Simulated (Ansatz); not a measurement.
Consider GaCuSe2 in the chalcopyrite structure (space group I-42d, No. 122; a = 5.672 Å, c = 11.263 Å).

Structures relaxed with Ansatz (an electronic-structure program) PBE, without spin-orbit coupling.

Base:

Simulated powder pattern, Cu Kα1, λ = 1.54056 Å (kinematic, ideal powder, no thermal factors, no anomalous dispersion; the 10 strongest lines at most, above 2 %, up to 2θ = 90°):

```csv
2θ (°),I/Imax (%),hkl
27.28,100,(112)
45.18,25,(220)
45.35,49,(204)
53.58,29,(312)
53.88,14,(116)
65.81,7.7,(400)
72.88,11,(316)
83.54,16,(424)
83.91,7.7,(228)
89.80,6.7,(512)
```

After one change:

Simulated powder pattern, Cu Kα1, λ = 1.54056 Å (kinematic, ideal powder, no thermal factors, no anomalous dispersion; the 10 strongest lines at most, above 2 %, up to 2θ = 90°):

```csv
2θ (°),I/Imax (%)
26.87,100
44.48,25
44.64,49
52.73,30
53.02,15
64.72,7.8
71.64,12
82.03,16
82.39,7.8
88.13,6.7
```

Problem. Which change produced these results?
(A) isotropic strain +2.25 %
(B) isotropic strain +1.50 %
(C) isotropic strain +3.00 %

Solution. B, isotropic strain +1.50 %. Its volume per atom is 23.68 Å³ against 22.64 Å³, and its space group is I-42d (No. 122).

Whether these cells are dynamically stable was not tested. All final runs are without spin polarisation.
